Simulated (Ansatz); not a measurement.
# BN under a change: isotropic strain +0.50 %

Base system: BN in the zinc blende structure (space group F-43m, No. 216; a = 3.5805 Å).

The change: every lattice vector is stretched by 0.50 %; the atoms relax in the strained cell.

Level of theory: plane-wave PAW DFT at the LDA level (Ansatz, a program for electronic structure, 420 eV), scalar-relativistic without spin-orbit coupling. Settings: 16×16×16 k-points, 0.05 eV Fermi–Dirac smearing.

The volume per atom goes up by 0.086 Å³ (5.74 Å³ → 5.82 Å³) and the space group stays F-43m (No. 216). The energy increases by 1.6 meV/atom and the pressure shrinks by 5.85 GPa, from -0.01 GPa to -5.86 GPa. The band gap falls by 0.01 eV to 4.38 eV and the gap character remains indirect, Γ → X. The width of the top valence band drops by 0.11 eV to 6.66 eV and the electron mass stays 0.90 mₑ along k, 0.30 mₑ across (at X). The hole mass (degenerate bands, along [100]) remains 0.52 mₑ (at Γ).

Final structure:

```
CELL_PARAMETERS angstrom
      0.00000     1.79922     1.79922
      1.79922     0.00000     1.79922
      1.79922     1.79922     0.00000
ATOMIC_POSITIONS crystal
  B  0.00000 0.00000 0.00000
  N  0.25000 0.25000 0.25000
```

Cost of the whole job for the changed cell (relaxation, final SCF and bands): very roughly 3 core-seconds.

Effective masses come from finite differences of ±0.01 Å⁻¹. Along k means along the line from Γ to the band edge. Whether these cells are dynamically stable was not tested.
